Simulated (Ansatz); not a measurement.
Consider BAs in the zinc blende structure (space group F-43m, No. 216; a = 4.768 Å). Axes: x, y, z lie along the cube axes.

Computed with PBEsol (Ansatz, a program for electronic structure; PAW; 420 eV plane waves; scalar-relativistic without spin-orbit coupling).

For the base:

The band gap comes out as 1.08 eV and the valence-band top at Γ is 0.00, 0.00, 0.00 eV.

Modification: uniaxial strain ε_zz = −1.50 %, all other strain components held at zero; the atoms relax in the strained cell.

Task: How does this affect the band gap and valence-band top at Γ?

Result: The band gap falls by 0.24 eV to 0.84 eV; the valence-band top at Γ (three highest levels, from the VBM) goes from 0.00, 0.00, 0.00 eV to 0.00, -0.15, -0.15 eV.

Whether these cells are dynamically stable was not tested.
